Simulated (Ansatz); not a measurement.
# Effect of N vacancy, symmetric start on YN

The reference is a 16-atom supercell of YN in the rock salt structure (space group Fm-3m, No. 225; a = 4.8957 Å) at its relaxed geometry.

Modification: one N atom is removed, atoms relaxed at fixed cell.

Computed with r2SCAN (Ansatz, a quantum-chemistry and plane-wave program; PAW; 500 eV plane waves; without spin-orbit coupling). Settings: 4×4×4 k-points, 0.01 eV Fermi–Dirac smearing.

The pressure goes from zero to 1.0 GPa and the largest displacement of a host atom from its site in the perfect cell comes out as 0.05 Å. The mean distance from the defect site to its nearest host atoms grows by 0.05 Å to 2.50 Å.

Final structure:

```
Y8N7
1.0
    0.00000     4.89567     4.89567
    4.89567     0.00000     4.89567
    4.89567     4.89567     0.00000
N Y
7 8
Direct
  0.00000   0.00000   0.50000
  0.00000   0.50000   0.00000
  0.00000   0.50000   0.50000
  0.50000   0.00000   0.00000
  0.50000   0.00000   0.50000
  0.50000   0.50000   0.00000
  0.50000   0.50000   0.50000
  0.25000   0.25000   0.25000
  0.25529   0.25529   0.74471
  0.25529   0.74471   0.25529
  0.25529   0.74471   0.74471
  0.74471   0.25529   0.25529
  0.74471   0.25529   0.74471
  0.74471   0.74471   0.25529
  0.75000   0.75000   0.75000
```

Cost of the whole job for the changed cell (relaxation, final SCF and bands): roughly 2.5 core-minutes.

The magnetic state is the one reached from the starting moments; the real material's order can differ, and small cells can't hold many antiferromagnetic ones. The cell is small, so the values are those of an ordered compound at a high defect concentration; dilute-limit values will differ. The mesh was chosen for an insulator and is coarse for the gapless case. The defect started on the symmetric site and kept its symmetry, so it may sit on a saddle. Starting moments died away, wholly or in part, for N vacancy; another magnetic solution may exist. The defect cell is spin-polarised and ends with 0.0 μB.
